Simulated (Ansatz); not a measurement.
# NiO under a change: pressure 30 GPa

The reference is NiO in the rock salt structure (space group Fm-3m, No. 225; a = 4.189 Å; ferromagnetic).

It is then changed as follows: cell and atoms relaxed at a pressure of 30 GPa.

Level of theory: Kohn–Sham DFT with the r2SCAN functional, run in Ansatz (an electronic-structure program) with PAW and 500 eV plane waves, no spin-orbit coupling. k-mesh 13×13×13 (Γ-centred); smearing 0.05 eV (Fermi–Dirac).

| quantity | base | changed | shift |
|---|---|---|---|
| volume per atom | 9.19 Å³ | 8.23 Å³ | -0.952 Å³ |
| density | 6.75 g/cm³ | 7.53 g/cm³ | +0.78 g/cm³ |
| lattice parameter a | 4.189 Å | 4.039 Å | -0.150 Å |
| shortest interatomic distance | 2.094 Å | 2.019 Å | -0.075 Å |
| enthalpy H = E + PV relative to the base's energy | – | +1.62 eV/atom | – |
| band gap | 0.82 eV | 0.39 eV | -0.43 eV |
| gap character | indirect, L → Γ | indirect, L → Γ | – |
| width of the top valence band | 2.79 eV | 3.50 eV | +0.71 eV |
| magnetic state | ferromagnetic | ferromagnetic | – |

Final structure:

```
CELL_PARAMETERS angstrom
      0.00000     2.01934     2.01934
      2.01934     0.00000     2.01934
      2.01934     2.01934     0.00000
ATOMIC_POSITIONS crystal
  O  0.00000 0.00000 0.00000
  Ni 0.50000 0.50000 0.50000
```

Load acts through the strain it causes; cell and atoms are relaxed under it. Stability against distortions was not tested. No other phases were tried under pressure. No Hubbard U is applied and the magnetic state is the run's own (NiO ferromagnetic); other magnetic orders, which need larger cells, were not tried and can change the gap. A gap here joins edges of opposite spin (a spin-flip gap). In its common phase, real NiO is an antiferromagnetic insulator at low temperature.
